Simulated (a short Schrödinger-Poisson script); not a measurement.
Structure: MOS inversion layer, SiO2 on p-type GaAs, at 300 K.

| layer | material | thickness (nm) | Na (cm⁻³) |
|---|---|---|---|
| 1 | SiO2 | 2.3 | - |
| 2 | GaAs | 1700 | 8.6e16 |

The device is made up for the run: typed textbook-type constants, with dimensions and the other settings drawn at random. SiO2: permittivity 3.9, conduction-band edge (eV) 3.17, gap (eV) 9, electron mass (mₑ) 0.5. GaAs: permittivity 12.9, conduction-band edge (eV) 0, gap (eV) 1.424, Nv at 300 K (cm⁻³) 9e18.

Channel valleys (confinement mass, in-plane density-of-states mass, number): Γ 0.067, 0.067, 1. At the gate the conduction-band edge of layer 1 lies 3.77 eV − eVg above the Fermi level of the channel; the field vanishes at the back. Gaps are held at their typed values at every temperature. Mesh 0.03 nm at interfaces.

From a short Schrödinger-Poisson script (our own, NumPy): 1D Poisson equation in equilibrium, electrons quantum, Hartree (BenDaniel-Duke, 12 states a valley, the channel's in-plane mass for all, wave functions free to enter the dielectric), parabolic valleys, classical holes, full ionisation, no traps, pinning or gate leakage.

The same stack at other levels of the model or other numerical settings:

```json
[
 {"run": "base", "sheet density of all electrons at Vg = 2.2 V (cm⁻²)": "8.34e12", "sheet density of all electrons at Vg = 1 V (cm⁻²)": "8.84e11", "capacitance at Vg = 2.2 V (μF/cm²)": "1.07", "centroid of the channel electrons at Vg = 2.2 V (nm)": "3.05", "rough cost against the base": "about 1"},
 {"run": "electrons treated as classical, Boltzmann", "sheet density of all electrons at Vg = 2.2 V (cm⁻²)": "1.20e13", "sheet density of all electrons at Vg = 1 V (cm⁻²)": "1.56e12", "capacitance at Vg = 2.2 V (μF/cm²)": "(withheld)", "centroid of the channel electrons at Vg = 2.2 V (nm)": "0.55", "rough cost against the base": "0.06"},
 {"run": "electrons treated as classical, Fermi-Dirac", "sheet density of all electrons at Vg = 2.2 V (cm⁻²)": "8.58e12", "sheet density of all electrons at Vg = 1 V (cm⁻²)": "1.11e12", "capacitance at Vg = 2.2 V (μF/cm²)": "1.06", "centroid of the channel electrons at Vg = 2.2 V (nm)": "2.72", "rough cost against the base": "0.3"},
 {"run": "electrons treated as quantum, Hartree plus LDA exchange-correlation", "sheet density of all electrons at Vg = 2.2 V (cm⁻²)": "8.52e12", "sheet density of all electrons at Vg = 1 V (cm⁻²)": "(withheld)", "capacitance at Vg = 2.2 V (μF/cm²)": "1.08", "centroid of the channel electrons at Vg = 2.2 V (nm)": "2.96", "rough cost against the base": "2"},
 {"run": "mesh six times as coarse", "sheet density of all electrons at Vg = 2.2 V (cm⁻²)": "8.28e12", "sheet density of all electrons at Vg = 1 V (cm⁻²)": "8.66e11", "capacitance at Vg = 2.2 V (μF/cm²)": "1.06", "centroid of the channel electrons at Vg = 2.2 V (nm)": "3.10", "rough cost against the base": "0.3"},
 {"run": "one subband a valley", "sheet density of all electrons at Vg = 2.2 V (cm⁻²)": "7.99e12", "sheet density of all electrons at Vg = 1 V (cm⁻²)": "8.77e11", "capacitance at Vg = 2.2 V (μF/cm²)": "1.00", "centroid of the channel electrons at Vg = 2.2 V (nm)": "(withheld)", "rough cost against the base": "about 1"}
]
```

**Question.** Complete the blanks.

**Answer.** 
- electrons treated as classical, Boltzmann, capacitance at Vg = 2.2 V (μF/cm²): 1.45
- one subband a valley, centroid of the channel electrons at Vg = 2.2 V (nm): 2.42
- electrons treated as quantum, Hartree plus LDA exchange-correlation, sheet density of all electrons at Vg = 1 V (cm⁻²): 9.56e11

The classical rows ignore confinement, and Boltzmann statistics overrate the density once the band edge passes the Fermi level.

Above a few 1e12 electrons/cm² a light Γ valley is non-parabolic and upper valleys begin to fill, which the model leaves out.
